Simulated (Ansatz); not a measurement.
Base system: PtSe2 in the CdI2 type structure (space group P-3m1, No. 164; a = 3.739 Å, c = 4.630 Å; layered).

Now apply this change: a free-standing slab of 1 layer (3 atoms, 3 a layer) is cut normal to the stacking axis, with 15 Å of vacuum and the in-plane cell relaxed.

Levels (all Ansatz, an electronic-structure program, PAW): PBEsol-D3(BJ) (420 eV, spin-orbit coupling left out); PBEsol+SOC (420 eV, spin-orbit coupling included).

The geometry is relaxed with PBEsol-D3(BJ).

| Quantity | Result |
|---|---|
| PBEsol-D3(BJ) gap character | indirect, Γ–M (15 % along) → Γ–M (46 % along) |
| PBEsol-D3(BJ) lowest conduction level above the VBM at special points | K 1.79 eV; M 2.50 eV; Γ 3.08 eV |
| PBEsol-D3(BJ) smallest direct gap | 1.58 eV |

Predict the hole mass, gap character, lowest conduction level above the VBM at special points and smallest direct gap from PBEsol+SOC.

The hole mass (in plane) amounts to 2.0 mₑ (at Γ); the gap character goes from indirect, Γ–M (15 % along) → Γ–M (46 % along) to indirect, Γ → Γ–M (46 % along); the lowest conduction level above the VBM at special points goes from K 1.79 eV; M 2.50 eV; Γ 3.08 eV to K 1.59 eV; M 2.31 eV; Γ 2.85 eV; the smallest direct gap drops by 0.14 eV to 1.44 eV.

Single points use the geometry relaxed with PBEsol-D3(BJ). Differences between runs with and without spin-orbit coupling are approximate. With Pt present, leaving out spin-orbit coupling can change the band edges. Masses are band curvatures over ±0.01 Å⁻¹ around the edge. No phonon test of stability was made. The runs without spin-orbit coupling are not spin-polarised.
